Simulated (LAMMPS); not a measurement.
Melts of Ag (fcc) cooled to 300 K at several rates.

Model: classical MD, pair style eam, the elements' _u3.eam files (universal-3 set of Foiles, Baskes and Daw) (LAMMPS).

```csv
cooling rate (K/s),energy above the crystal,state,density,coordination number,rough cost
3e+12,0.073 eV/atom,partly crystallised,9.98 g/cm³ (one sample),12.5 (counted to 3.70 Å),12 core-minutes
1e+13,0.075 eV/atom,partly crystallised,9.96 g/cm³ (one sample),12.6 (counted to 3.70 Å),8 core-minutes
1e+14,0.080 eV/atom,glass,9.93 g/cm³ (one sample),12.8 (counted to 3.78 Å),4 core-minutes
```

Costs are rough and include melting and analysis.

Caution (rows 3e+12; 1e+13): the cell keeps the atom count and shape of the starting crystal, which eases freezing.
